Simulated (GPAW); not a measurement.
Band structure of MoS2 (P6_3/mmc, 6 atoms in the cell).

```yaml
crystal:
  lattice:
    - [3.19403, 0.00000, 0.00000]
    - [-1.59702, 2.76611, 0.00000]
    - [0.00000, 0.00000, 13.21397]
  atoms:
    - { symbol: Mo, position: [0.00000, 0.00000, 0.25000] }
    - { symbol: Mo, position: [0.00000, 0.00000, 0.75000] }
    - { symbol: S, position: [0.33333, 0.66667, 0.36774] }
    - { symbol: S, position: [0.66667, 0.33333, 0.63226] }
    - { symbol: S, position: [0.66667, 0.33333, 0.86774] }
    - { symbol: S, position: [0.33333, 0.66667, 0.13226] }
```

Method of the run: PBE, GPAW PAW datasets PBE (gpaw-data 1.0.1) (plane waves; GPAW 25.7.0).

Settings: mode = pw; ecut = 550 eV; xc = PBE; kpts = 10 10 2; mesh shift (steps) = 0 0 0; occupations.name = fermi-dirac; occupations.width = 0 eV; nbands = -8; convergence.density = 1e-05 e/electron; convergence.bands = -6; symmetry.symmorphic = false; symmetry.tolerance = 0.0005; maxiter = 150; bandpath_npoints = 40.

The starting cell comes from a database of computed structures (which also holds hypothetical and non-ambient phases and stackings), without a prior relaxation at this level. Its lattice was rescaled by a random factor within 2.5 % of one.

Question: Predict the gap along the standard path and the places of the band edges.

Answer: The gap along the path is 1.09 eV, from Γ to K; the smallest direct gap on it is 1.62 eV.

Levels in eV from the top of the valence band on the SCF mesh, bands 23 to 30:
```json
[
 {"point": "Γ", "23": "-2.02", "24": "-1.46", "25": "-0.80", "26": "0.00", "27": "2.20", "28": "2.20", "29": "2.25", "30": "2.25"},
 {"point": "M", "23": "-1.55", "24": "-1.48", "25": "-1.24", "26": "-1.01", "27": "1.66", "28": "1.68", "29": "2.18", "30": "2.20"},
 {"point": "K", "23": "-2.62", "24": "-2.62", "25": "-0.53", "26": "-0.53", "27": "1.09", "28": "1.10", "29": "2.57", "30": "2.57"},
 {"point": "A", "23": "-2.02", "24": "-2.02", "25": "-0.26", "26": "-0.26", "27": "2.22", "28": "2.22", "29": "2.22", "30": "2.22"},
 {"point": "L", "23": "-1.51", "24": "-1.51", "25": "-1.09", "26": "-1.09", "27": "1.67", "28": "1.67", "29": "2.18", "30": "2.18"},
 {"point": "H", "23": "-2.61", "24": "-2.61", "25": "-0.52", "26": "-0.52", "27": "1.09", "28": "1.09", "29": "2.46", "30": "2.46"}
]
```
